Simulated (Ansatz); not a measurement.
## W under a change: W → Se

Take W in the bcc (W type) structure (space group Im-3m, No. 229; a = 3.170 Å) as the base.

One thing is altered: every W is replaced by Se; the structure is relaxed again.

The values are results of r2SCAN (Ansatz, a program for electronic structure; PAW; 500 eV plane waves; no spin-orbit coupling), earlier PAW set, not measurements. Settings: 19×19×19 k-points, 0.05 eV Fermi–Dirac smearing, for the changed cell.

| quantity | base | changed | shift |
|---|---|---|---|
| density | 19.17 g/cm³ | 6.46 g/cm³ | -12.71 g/cm³ |
| lattice parameter a | 5.990 bohr | 6.494 bohr | +0.504 bohr |
| band gap | zero | zero | – |

Final structure:

```yaml
crystal:
  lattice:
    - [-1.71826, 1.71826, 1.71826]
    - [1.71826, -1.71826, 1.71826]
    - [1.71826, 1.71826, -1.71826]
  atoms:
    - { symbol: Se, position: [0.00000, 0.00000, 0.00000] }
```

Whether these cells are dynamically stable was not tested. As relaxed here, Se is a hypothetical phase, not in the database extracts checked. The final runs are not spin-polarised.
